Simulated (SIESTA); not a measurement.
Input and output of a self-consistent single point for Al2Pd (Fm-3m, 3 atoms in the cell) (SIESTA).

Method of the run: SIESTA with GGA PBEsol with spin-orbit coupling, numerical atomic orbitals DZP, PseudoDojo PBEsol fully relativistic norm-conserving potentials (rewritten from UPF to PSML).

```
CELL_PARAMETERS angstrom
      0.00000     2.94954     2.94954
      2.94954     0.00000     2.94954
      2.94954     2.94954     0.00000
ATOMIC_POSITIONS crystal
  Al 0.25000 0.25000 0.25000
  Al 0.75000 0.75000 0.75000
  Pd 0.00000 0.00000 0.00000
```

Reference input (self-consistent single point, DFT, GGA PBEsol, numerical atomic orbitals DZP, PseudoDojo PBEsol standard norm-conserving potentials (rewritten from UPF to PSML)): XC.functional = GGA; XC.authors = PBEsol; potentials = PseudoDojo PBEsol standard; PAO.BasisSize = DZP; PAO.EnergyShift = 0.005 Ry; MeshCutoff = 350 Ry; kgrid.MonkhorstPack = 7 7 7; OccupationFunction = MP; OccupationMPOrder = 0; ElectronicTemperature = 1578.21 K; MaxSCFIterations = 150; SCF.Mixer.Method = Pulay. This run's input differs from it in these lines:

```diff
@@ -1,2 +1,2 @@
-# files in the folder: Al.psml Pd.psml (PseudoDojo PBEsol standard)
+# files in the folder: Al.psml Pd.psml (PseudoDojo PBEsol fully relativistic)
 SystemName  Al2Pd
@@ -36,2 +36,8 @@
 ElectronicTemperature        1578.21 K
+Spin                         spin-orbit
+%block DM.InitSpin
+  1 0.00 0.00 0.00
+  2 0.00 0.00 0.00
+  3 0.00 0.00 0.00
+%endblock DM.InitSpin
```

Log, with long lists cut:

```
        iscf     Eharris(eV)        E_KS(eV)     FreeEng(eV)     dDmax    Ef(eV) dHmax(eV)
   scf:    1    -3779.693466    -3796.373026    -3796.396827  0.757256 -5.837350  1.308130
     spin moment: {S} , |S| = {    0.00000    0.00000    0.00000 }     0.00000
   scf:    2    -3796.468114    -3796.437230    -3796.460644  0.037899 -5.801576  0.255800
     spin moment: {S} , |S| = {    0.00000   -0.00000   -0.00000 }     0.00000
   scf:    3    -3796.448797    -3796.444234    -3796.467546  0.024278 -5.794864  0.117792
     spin moment: {S} , |S| = {    0.00000    0.00000   -0.00000 }     0.00000
   [... lines left out ...]
     spin moment: {S} , |S| = {   -0.00000   -0.00000    0.00000 }     0.00000
   scf:    6    -3796.448938    -3796.448738    -3796.472052  0.000752 -5.803740  0.007328
     spin moment: {S} , |S| = {   -0.00000   -0.00000    0.00000 }     0.00000
   scf:    7    -3796.448762    -3796.448737    -3796.472053  0.000087 -5.803939  0.000155
     spin moment: {S} , |S| = {    0.00000   -0.00000    0.00000 }     0.00000
   scf:    8    -3796.448736    -3796.448737    -3796.472053  0.000007 -5.803912  0.000237
     spin moment: {S} , |S| = {   -0.00000   -0.00000   -0.00000 }     0.00000
SCF Convergence by DM+H criterion
max |DM_out - DM_in|         :     0.0000072514
max |H_out - H_in|      (eV) :     0.0002370367
SCF cycle converged after 8 iterations

Using DM_out to compute the final energy and forces

siesta: E_KS(eV) =            -3796.4487

siesta: E_KS - E_eggbox =     -3796.4487

siesta: Atomic forces (eV/Ang):
     1   -0.000050   -0.000050   -0.000050
     2    0.000050    0.000050    0.000050
     3    0.000000   -0.000000   -0.000000
   Tot    0.000000   -0.000000    0.000000
   Max    0.000050
   Res    0.000040    sqrt( Sum f_i^2 / 3N )
   Max    0.000050    constrained

Stress tensor Voigt[x,y,z,yz,xz,xy] (kbar):        2.08        2.08        2.08       -0.07       -0.07       -0.07
(Free)E + p*V (eV/cell)    -3796.5388
Target enthalpy (eV/cell)    -3796.4721

   [... lines left out ...]
siesta: FreeEng =     -3796.472053
   [... lines left out ...]
siesta:     0.001301   -0.000044   -0.000044
siesta:    -0.000044    0.001301   -0.000044
siesta:    -0.000044   -0.000044    0.001301

siesta: Cell volume =         51.320474 Ang**3

siesta: Pressure (static):
siesta:                Solid            Molecule  Units
siesta:          -0.00001417         -0.00001420  Ry/Bohr**3
siesta:          -0.00130071         -0.00130356  eV/Ang**3
siesta:          -2.08396460         -2.08852731  kBar
```

The run converged in 8 iterations. Against the reference run the pressure goes from 0.02 to -0.21 GPa.

The starting cell comes from a database of computed structures (which also holds hypothetical and non-ambient phases and stackings), without a prior relaxation at this level. Values carry the incompleteness of an atom-centred basis.

Cost on one core of a shared machine: roughly 3 min.
